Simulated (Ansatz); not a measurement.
Output of an Ansatz run (abridged):

```
WARN ansatz: RAYON_NUM_THREADS=1 ignored (pool sized by the plan → 1); use --threads N
Pseudopotentials: kind: paw
Pseudopotential: O, paw, valence charge 6
Pseudopotential: Cs, paw, valence charge 9
Pseudopotential: Si, paw, valence charge 4
Crystal: 30 atoms, lattice volume = 698.348 Å³
Basis set: ecut = 420 eV, 13647 PW (Γ), exchange–correlation on 100×144×180 points (8 copies of the dense FFT grid, shifted against one another)
Bands: 134, of which v1, the nominal top of the filled ones, is band 104 counted from 1 (103 counted from 0)
Symmetry: 4 space group operations
Space group: P21/c (ITA 14), of the structure as read, at distance tolerance 8.9e-5 Å
k-points: 3 of 12
PAW frozen core: O, regenerated for the run's functional, and the local potential with it
PAW frozen core: Cs, regenerated for the run's functional, and the local potential with it
PAW frozen core: Si, regenerated for the run's functional, and the local potential with it
Initial density: superposition of atomic densities (neutral atoms: chi_scale 0, normalization atom), corrected by the library's trained network
Initial wavefunctions: pseudopotential atomic-orbital guess
Eigensolver: davidson
Functional: x = pbesol(κ = 0.804, μ = 0.12345679012345678), c = pbesol(β = 0.046)
SCF iter   1: F=—  HF=-77396.164835 eV  |F-HF|=—  |Δ(HF+E_count)|=         —  Δρ=1.00e-2  dr2=6.28e-1  ethr=1.77e-3  ⟨swp⟩=9.0  Hψ=2105  notcnv=0
all-band conjugate gradients solve this SCF's bands
preconditioner: auto → Resta (q_TF=auto, 2.230 Å⁻¹)
SCF iter   2: F=—  HF=-77396.017811 eV  |F-HF|=—  |Δ(HF+E_count)|=   1.47e-1  S|Δr|=    0.00e0  Δρ=3.27e-3  dr2=4.54e-2  ethr=3.02e-4  ⟨swp⟩=2.0  Hψ=735  notcnv=0
SCF iter   3: F=—  HF=-77396.008006 eV  |F-HF|=—  |Δ(HF+E_count)|=   9.81e-3  S|Δr|=    0.00e0  Δρ=7.21e-4  dr2=4.04e-3  ethr=2.18e-5  ⟨swp⟩=2.0  Hψ=641  notcnv=0
SCF iter   4: F=—  HF=-77396.009200 eV  |F-HF|=—  |Δ(HF+E_count)|=   1.19e-3  S|Δr|=    0.00e0  Δρ=4.28e-4  dr2=1.07e-3  ethr=1.94e-6  ⟨swp⟩=2.0  Hψ=605  notcnv=0
SCF iter   5: F=—  HF=-77396.009256 eV  |F-HF|=—  |Δ(HF+E_count)|=   5.61e-5  S|Δr|=    0.00e0  Δρ=8.94e-5  dr2=5.33e-5  ethr=5.13e-7  ⟨swp⟩=2.0  Hψ=605  notcnv=0
SCF iter   6: F=—  HF=-77396.009259 eV  |F-HF|=—  |Δ(HF+E_count)|=   2.77e-6  S|Δr|=    0.00e0  Δρ=5.80e-5  dr2=2.16e-5  ethr=2.56e-8  ⟨swp⟩=2.0  Hψ=599  notcnv=0
SCF iter   7: F=—  HF=-77396.009260 eV  |F-HF|=—  |Δ(HF+E_count)|=   1.65e-6  S|Δr|=    0.00e0  Δρ=2.11e-5  dr2=2.69e-6  ethr=1.04e-8  ⟨swp⟩=2.0  Hψ=599  notcnv=0
SCF iter   8: F=—  HF=-77396.009261 eV  |F-HF|=—  |Δ(HF+E_count)|=   1.49e-7  S|Δr|=    0.00e0  Δρ=5.86e-6  dr2=2.62e-7  ethr=1.29e-9  ⟨swp⟩=2.0  Hψ=641  notcnv=0
SCF iter   9: F=-77396.009261 eV  HF=-77396.009261 eV  |F-HF|=5.20e-9  |Δ(HF+E_count)|=   2.12e-7  S|Δr|=    0.00e0  Δρ=1.83e-6  dr2=2.40e-8  ethr=4.81e-11  ⟨swp⟩=13.3  Hψ=2281  notcnv=0
SCF 1 converged in 9 iterations: F = -77396.009261 eV  dr2 = 2.40e-8
SCF converged after 9 iterations
Stability not checked (fill_not_monotonic)
Free energy (F): -77396.009261 eV
Harris-Foulkes:  -77396.009261 eV  (|F-HF|=5.20e-9)
Internal energy: -77396.009261 eV  (E = F + TS)
E sigma→0 (E₀):  -77396.009261 eV
Fermi energy:    7.450669 eV
Step filling:    the computed levels leave a gap of 3.4901 eV = 12.8 smearing widths
--- Per-component energies (eV) ---
  E_band       = -515.560256
  E_kinetic    = 4349.945056
  E_local      = -9239.816497  (includes V_loc(G=0)·N_el)
  E_nonlocal   = 1143.358153
  E_hartree    = 3518.391880
  E_xc         = -3331.004942
  E_vxc        = -3036.619630  (∫ρ·V_xc dr)
  E_paw        = -63929.778413  (= ΣΔE_a)
  E_vpaw       = -769.242848  (= ΣTr[D̂ρ^β])
  E_aug_tail   = 0.034093  (compensation charges beyond the density's cutoff)
  E_ewald      = -9909.488782
  E_core_change = 2.350194  (= ΣΔE_core)
  E_smearing   = 0.000000  (= −TS)
  E_closure    = 0.000000  (closes the sum)
  Σ components = -77396.009261   (vs F -77396.009261, Δ=0.00e0)
--- Forces (eV/Å), atoms counted from 1 ---
  atom   1  O      0.00000000     0.00000000     0.00000000
  atom   2  O      0.00000000    -0.00000000     0.00000000
  atom   3  Cs    -0.01808576    -0.04623313     0.01980423
  atom   4  Cs     0.01808576    -0.04623313    -0.01980423
  atom   5  Cs     0.01808576     0.04623313    -0.01980423
  atom   6  Cs    -0.01808576     0.04623313     0.01980423
   [... 19 lines left out ...]
  atom  26  O     -0.53398540     0.01264200    -0.02475105
  atom  27  O     -0.13807918    -0.29916818    -0.14169795
  atom  28  O      0.13807918    -0.29916818     0.14169795
  atom  29  O      0.13807918     0.29916818     0.14169795
  atom  30  O     -0.13807918     0.29916818    -0.14169795
  max |Σ_I F_I| component: 1.11e-16 eV/Å
--- Stress (GPa, compression-positive) ---
       -3.360382       0.000000      -0.377608
        0.000000      -3.577877      -0.000000
       -0.377608      -0.000000      -2.488828
  P = ⅓ Tr σ = -3.1424 GPa (-31.424 kbar)
  The stress holds the Pulay correction. Without it, at fixed plane waves, as pw.x and ABINIT print it: P = -3.3983 GPa
--- Band table (eV) ---
  k-point 0: bands = ["-15.4605", "-15.4227", "-15.3857", "-15.3565", "-15.2806", "-15.2771", "-15.1943", "-15.1891", "-14.9469", "-14.9430", "-14.9371", "-14.9330", "-12.5069", "-12.5004", "-11.4052", "-11.3997", "-10.9444", "-10.9380", "-10.4470", [...]
  k-point 1: bands = ["-15.4864", "-15.4001", "-15.3856", "-15.3422", "-15.2976", "-15.2755", "-15.1943", "-15.1762", "-14.9568", "-14.9533", "-14.9310", "-14.9268", "-12.5155", "-12.4907", "-11.4102", "-11.4057", "-10.9522", "-10.9202", "-10.4454", [...]
  k-point 2: bands = ["-15.4291", "-15.4089", "-15.3518", "-15.3355", "-15.2855", "-15.2682", "-15.2449", "-15.2246", "-14.9581", "-14.9520", "-14.9415", "-14.9352", "-12.5067", "-12.5064", "-11.4149", "-11.4055", "-10.9454", "-10.9424", "-10.4487", [...]
```

The structure:

```xyz
30
Lattice="7.2797 0.0000 0.0000 0.0000 9.7428 0.0000 -7.2117 0.0000 9.8464" Properties=species:S:1:pos:R:3 pbc="T T T"
O      0.0000     0.0000     0.0000
O     -3.6059     4.8714     4.9232
Cs     1.8170     4.6301     0.4393
Cs     1.8568     9.5015     4.4838
Cs    -1.7490     5.1127     9.4070
Cs    -1.7889     0.2413     5.3625
Si     0.2869     1.2403     1.1697
Si     3.3869     6.1117     3.7534
Si    -0.2189     8.5026     8.6766
Si    -3.3190     3.6312     6.0929
O     -0.2929     0.7161     2.6063
O      3.9667     5.5875     2.3168
O      0.3608     9.0267     7.2400
O     -3.8987     4.1553     7.5295
Cs    -0.7749     7.5168     2.2487
Cs     4.4487     2.6454     2.6745
Cs     0.8428     2.2260     7.5976
Cs    -4.3808     7.0975     7.1719
Cs     0.8015     3.4546     3.9439
Cs     2.8723     8.3260     0.9793
Cs    -0.7335     6.2882     5.9025
Cs    -2.8044     1.4168     8.8670
O      1.9434     1.4809     1.2328
O      1.7304     6.3523     3.6904
O     -1.8755     8.2619     8.6136
O     -1.6624     3.3905     6.1559
O     -3.1158     7.4776     4.3038
O      6.7896     2.6062     0.6193
O      3.1838     2.2652     5.5425
O     -6.7217     7.1366     9.2270
```

Task: Write an input that gives this output.

Result: Other spellings and defaults could give the same log, and not every line can be read from it. The input that was run (DFT, PBEsol, plane waves, default PAW files made with PBE):

Ansatz 0.2 input:
```yaml
# Cs6Si2O7
crystal:
  lattice:
    - [7.279654, 0.000000, 0.000000]
    - [0.000000, 9.742839, 0.000000]
    - [-7.211720, 0.000000, 9.846352]
  atoms:
    - { symbol: O, position: [0.000000, 0.000000, 0.000000] }
    - { symbol: O, position: [0.000000, 0.500000, 0.500000] }
    - { symbol: Cs, position: [0.293800, 0.475230, 0.044620] }
    - { symbol: Cs, position: [0.706200, 0.975230, 0.455380] }
    - { symbol: Cs, position: [0.706200, 0.524770, 0.955380] }
    - { symbol: Cs, position: [0.293800, 0.024770, 0.544620] }
    - { symbol: Si, position: [0.157100, 0.127300, 0.118800] }
    - { symbol: Si, position: [0.842900, 0.627300, 0.381200] }
    - { symbol: Si, position: [0.842900, 0.872700, 0.881200] }
    - { symbol: Si, position: [0.157100, 0.372700, 0.618800] }
    - { symbol: O, position: [0.222000, 0.073500, 0.264700] }
    - { symbol: O, position: [0.778000, 0.573500, 0.235300] }
    - { symbol: O, position: [0.778000, 0.926500, 0.735300] }
    - { symbol: O, position: [0.222000, 0.426500, 0.764700] }
    - { symbol: Cs, position: [0.119800, 0.771520, 0.228380] }
    - { symbol: Cs, position: [0.880200, 0.271520, 0.271620] }
    - { symbol: Cs, position: [0.880200, 0.228480, 0.771620] }
    - { symbol: Cs, position: [0.119800, 0.728480, 0.728380] }
    - { symbol: Cs, position: [0.506900, 0.354580, 0.400540] }
    - { symbol: Cs, position: [0.493100, 0.854580, 0.099460] }
    - { symbol: Cs, position: [0.493100, 0.645420, 0.599460] }
    - { symbol: Cs, position: [0.506900, 0.145420, 0.900540] }
    - { symbol: O, position: [0.391000, 0.152000, 0.125200] }
    - { symbol: O, position: [0.609000, 0.652000, 0.374800] }
    - { symbol: O, position: [0.609000, 0.848000, 0.874800] }
    - { symbol: O, position: [0.391000, 0.348000, 0.625200] }
    - { symbol: O, position: [0.005000, 0.767500, 0.437100] }
    - { symbol: O, position: [0.995000, 0.267500, 0.062900] }
    - { symbol: O, position: [0.995000, 0.232500, 0.562900] }
    - { symbol: O, position: [0.005000, 0.732500, 0.937100] }
basis:
  ecutwfc: 420.0
kpoints:
  mp_grid: { grid: [3, 2, 2], shift: [0.5, 0.5, 0.5] }
hamiltonian:
  xc: pbesol
  pseudopotentials: { kind: paw }
scf:
  occupations: { method: cold, width: 0.272 }
output:
  forces: true
  eigenvalues: true
  stress: true
```

The starting cell comes from a database of published, mostly measured structures (it also holds non-ambient and calculated ones), without a prior relaxation at this level. Its lattice was rescaled by a random factor within 2.5 % of one. With a pressure of about -3 GPa the cell is away from its equilibrium volume at this level. Ansatz's pressure includes its estimate of the finite-basis (Pulay) stress. Another mesh or the band path of this cell gives a smaller gap, so this value is not converged in the mesh.

Ansatz is an electronic-structure program.
